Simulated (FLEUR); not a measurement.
Input and output of a self-consistent single point for TiPt₃ (P6_3/mmc, 8 atoms in the cell) (FLEUR).

Computed with PBEsol, all-electron FLAPW (FLEUR), scalar-relativistic valence.

```
CELL_PARAMETERS angstrom
      5.66955     0.00000     0.00000
     -2.83477     4.90997     0.00000
      0.00000     0.00000     4.56803
ATOMIC_POSITIONS crystal
  Ti 0.33333 0.66667 0.75000
  Ti 0.66667 0.33333 0.25000
  Pt 0.16720 0.33441 0.25000
  Pt 0.83279 0.66559 0.75000
  Pt 0.83279 0.16720 0.75000
  Pt 0.16720 0.83279 0.25000
  Pt 0.66559 0.83279 0.25000
  Pt 0.33441 0.16720 0.75000
```

Reference input (self-consistent single point, DFT, LDA (Perdew-Zunger), all-electron FLAPW (FLEUR), scalar-relativistic valence): Kmax = 4.1 1/bohr; GmaxXC = 14.3 1/bohr; xcFunctional = pz; jspins = 1; l_soc = F; mode = gauss; fermiSmearingEnergy = 0.00367493 Htr; mesh (inpgen div1-3) = 5 5 5; inpgen gamma flag = false; Gmax = 14.3 1/bohr; numbands = 0; maxIterBroyd = 15. This run's input differs from it in these lines:

```diff
@@ -20,3 +20,3 @@
 &comp jspins=1 /
-&exco xctyp='pz' /
+&exco xctyp='PBEs' /
 &kpt div1=5 div2=5 div3=5 /
@@ -33,3 +33,3 @@
       <coreElectrons ctail="T" frcor="F" kcrel="0" coretail_lmax="0"/>
-      <xcFunctional name="pz" relativisticCorrections="F"/>
+      <xcFunctional name="PBEs" relativisticCorrections="F"/>
       <magnetism jspins="1"/>
```

The program printed (abridged):

```
 Iteration:     1   Distance:      23.82435370 me/bohr^3
 Iteration:     2   Distance:      17.59887508 me/bohr^3
 Iteration:     3   Distance:      13.39328613 me/bohr^3
 Iteration:     4   Distance:       7.39753761 me/bohr^3
 Iteration:     5   Distance:       6.09073085 me/bohr^3
   [... 14 lines left out ...]
 Iteration:    20   Distance:       0.00005894 me/bohr^3
 Iteration:    21   Distance:       0.00002457 me/bohr^3
 Iteration:    22   Distance:       0.00001907 me/bohr^3
 Iteration:    23   Distance:       0.00000209 me/bohr^3
 Reset of history
 Run finished successfully
 Stop message:
   Structural relaxation: new displacements generated

[file out, last iteration]
             iter=     24
[...]
          total density-effective poten   -1.9725255836E+05
          total charge density-energy d   -2.1950518381E+03
 Updated energy parameters for spin:           1
[...]
 fermi energy and band-weighting factors:
   [... 9 lines left out ...]

[...]
FERMIE:
          first approx. to ef    (T=0)  :   0.471019 htr   (energy of the highest occ. eigenvalue)
          number of occ. states  (T=0)  :        900
          first approx. to seigv (T=0)  : -45.667574 htr
          sum of weights of occ. states :  60.080000
          sum of semicore charge        :   0.000000 e
          fermi energy=   0.46886 har   work function= -12.75843 ev
   [... lines left out ...]
          total moment                 =     0.00000
 Direct bandgap for spin            1 :    2.3842344897722079E-003  Htr
 ---->    free energy=                   -112355.4912036950 htr
   [... lines left out ...]
      extrapolation for T->0
 ---->    total electron energy=         -112355.4912036950 htr
 ***** TOTAL FORCES ON ATOMS *****
 TOTAL FORCE FOR ATOM TYPE=  1  X=  5.357   Y= -3.093   Z= -2.158
                       FX_TOT= 0.000000 FY_TOT= 0.000000 FZ_TOT= 0.000000
 TOTAL FORCE FOR ATOM TYPE=  2  X=  0.000   Y=  3.103   Z=  2.158
                       FX_TOT= 0.000000 FY_TOT=-0.001120 FZ_TOT= 0.000000
```

The run converged in 23 iterations. FLEUR gives forces in its relaxation mode, with a further iteration, so its stop message speaks of a relaxation. Against the reference run the largest force goes from 0.049 to 0.058 eV/Å.

The starting cell comes from a database of computed structures (which also holds hypothetical and non-ambient phases and stackings), without a prior relaxation at this level. Its lattice was rescaled by a random factor within 2.5 % of one. Spin-orbit coupling is off. Spin polarisation is off. Values depend on the basis (sphere radii, cutoffs, local orbitals), which need not be converged. The log's line on a gap gives a spacing of levels on this mesh, which the program prints for metals too.

Cost on one core of a shared machine: roughly 4 min.
